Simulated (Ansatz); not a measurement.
Start from SiO$_{2}$ (space group P6_222, No. 180).

```xyz
9
Lattice="5.0594 0.0000 0.0000 -2.5297 4.3816 0.0000 0.0000 0.0000 5.5408" Properties=species:S:1:pos:R:3 pbc="T T T"
Si    -1.2649     2.1908     3.6939
Si     2.5297     0.0000     0.0000
Si     1.2649     2.1908     1.8469
O      2.5297     2.5566     2.7704
O     -0.9493     3.4691     4.6173
O      1.5804     0.9125     0.9235
O      0.0000     1.8249     2.7704
O      3.4790     0.9125     4.6173
O      0.9493     3.4691     0.9235
```

Calculations: Kohn–Sham DFT with the r2SCAN functional, run in Ansatz (a quantum-chemistry and plane-wave program) with PAW and 500 eV plane waves, no SOC.

One change was made to it. Results:

The band gap grows by 0.12 eV to 6.42 eV; the shortest interatomic distance shrinks by 0.080 bohr to 2.959 bohr; the c/a ratio rises by 0.079, from 1.095 to 1.174.

**Question.** Which of these changes matches the shifts?
A. pressure −2 GPa
B. pressure 0.9 GPa
C. pressure 22.5 GPa

**Answer.** C, pressure 22.5 GPa. For comparison, the band gap in the other runs: pressure 0.9 GPa gives 6.32 eV; pressure −2 GPa gives 6.24 eV.

Load acts through the strain it causes; cell and atoms are relaxed under it. Whether these cells are dynamically stable was not tested. Competing high-pressure phases were not computed.
